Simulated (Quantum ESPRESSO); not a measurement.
**Several settings converged on Pt (Fm-3m, 1 atom in the cell)**

```
CELL_PARAMETERS angstrom
     -1.95412     0.00000     1.95412
      0.00000     1.95412     1.95412
     -1.95412     1.95412     0.00000
ATOMIC_POSITIONS crystal
  Pt 0.00000 0.00000 0.00000
```

Base method: PBEsol, SSSP 1.1.2 efficiency (PBE) pseudopotentials (plane waves; Quantum ESPRESSO).

Base settings: ecutwfc = 40 Ry; ecutrho = 320 Ry; occupations = smearing; smearing = gauss; degauss = 0.0073499 Ry; input_dft = pbesol; potentials = {Pt: pt_pbe_v1.4.uspp.F.UPF}; K_POINTS = automatic 12 12 12 0 0 0; conv_thr = 1e-10 Ry; mixing_beta = 0.4.

The count of work is k-points × plane waves × bands × iterations; it is no time. Core times come from one kind of shared machine, to one figure; runs under 30 s give none.

**The cutoff for other potential files**

Level: DFT, PBEsol, plane waves, PseudoDojo standard norm-conserving (PBESOL) pseudopotentials.

In this ladder: ecutrho = default; input_dft = default; pseudopotentials = {Pt: Pt.upf}.

The second cell is the first with its lattice scaled by 0.98.

The mesh stays at the base's, so the ladder's end is converged at best in this setting alone.

Only quantities that move along the ladder and can be compared are tabulated.

| ecutwfc | free energy less the last step's (meV/atom) | energy of the compressed cell less the first (meV/atom) | pressure (GPa) | count of work / last | core time / last (rough) |
|---|---|---|---|---|---|
| 38 Ry | 5342.60 | 77.72 | -162.43 | 0.097 | – |
| 47 Ry | 1736.44 | 73.81 | -77.00 | 0.13 | – |
| 59 Ry | 267.82 | 67.28 | -18.11 | 0.21 | – |
| 72 Ry | 16.43 | 64.28 | -0.28 | 0.28 | – |
| 85 Ry | 1.69 | 64.30 | 1.81 | 0.36 | – |
| 102 Ry | 1.13 | 64.30 | 1.80 | 0.47 | 0.6 |
| 128 Ry | 0.66 | 64.29 | 1.81 | 0.65 | 0.6 |
| 170 Ry | 0.00 | 64.28 | 1.83 | 1.0 | 1 |

Coarsest ecutwfc that holds the pressure within 0.05 GPa of the last step, with all finer ones: 85 Ry, at 0.36 of the last step's count of work; the step before is off by 2.1 GPa.

Coarsest ecutwfc that holds the energy of the compressed cell less the first within 1 meV/atom of the last step, with all finer ones: 72 Ry, at 0.28 of the last step's count of work; the step before is off by 3.0 meV/atom.

Coarsest ecutwfc that holds the free energy within 5 meV/atom of the last step, with all finer ones: 85 Ry, at 0.36 of the last step's count of work; the step before is off by 16 meV/atom.

The energy difference between the two cells stays within 1 meV/atom of the last step's from 72 Ry on, the total only from 128 Ry on: much of the error is common to both cells and cancels.

At the lowest cutoff the pressure lies 164 GPa under the last step's, the usual sign of Pulay stress in an incomplete plane-wave basis.

**The relaxed cell against the cutoff**

In this ladder: calculation = vc-relax; tprnfor = default; tstress = default. Moved along: ecutrho.

The mesh stays at the base's, so the ladder's end is converged at best in this setting alone.

Only quantities that move along the ladder and can be compared are tabulated.

| ecutwfc | relaxed volume (Å³/atom) | relaxation steps | core time / last (rough) |
|---|---|---|---|
| 20 Ry | 11.810 | 3 | – |
| 28 Ry | 14.482 | 2 | – |
| 34 Ry | 15.029 | 2 | – |
| 40 Ry | 14.981 | 2 | 0.5 |
| 48 Ry | 15.022 | 2 | 0.7 |
| 60 Ry | 15.014 | 2 | 0.6 |
| 80 Ry | 15.033 | 2 | 1 |

Coarsest ecutwfc that holds the relaxed volume within 0.075 Å³/atom of the last step, with all finer ones: 34 Ry; the step before is off by 0.55 Å³/atom.

At the lowest cutoff the cell relaxes to a volume 21 % smaller than at the highest.

On the base run: the starting cell has typed, rounded lattice constants, without a prior relaxation at this level. Its lattice was rescaled by up to half a per cent. Spin polarisation is off.

Left out of this page: 1 run of the series failed or unconverged.
